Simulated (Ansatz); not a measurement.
Given:

```yaml
crystal:
  lattice:
    - [3.91972, 0.00000, 0.00000]
    - [-1.95986, 3.39457, 0.00000]
    - [0.00000, 0.00000, 9.59182]
  atoms:
    - { symbol: Si, position: [0.66667, 0.33333, 0.83530] }
    - { symbol: Si, position: [0.00000, 0.00000, 0.50164] }
    - { symbol: Ge, position: [0.33333, 0.66667, 0.16266] }
    - { symbol: Ge, position: [0.00000, 0.00000, 0.75178] }
    - { symbol: Ge, position: [0.33333, 0.66667, 0.41893] }
    - { symbol: Si, position: [0.66667, 0.33333, 0.07970] }
```

No spin polarisation.

Computed with PBEsol (Ansatz, a first-principles code), no spin-orbit coupling. Γ-centred 10×10×4 mesh, Fermi–Dirac width 0.05 eV.

### Question
Predict the band gap and valence-band top at Γ.

### Answer
The band gap is 0.49 eV and the valence-band top at Γ (three highest levels, from the VBM) comes out as 0.00, 0.00, -0.02 eV.

These are small ordered cells, not random alloys; other orderings at the same x differ. No phonon test of stability was made. The cell was made from Ge by this change: x(Si) = 0.5, 6 atoms, P3m1.
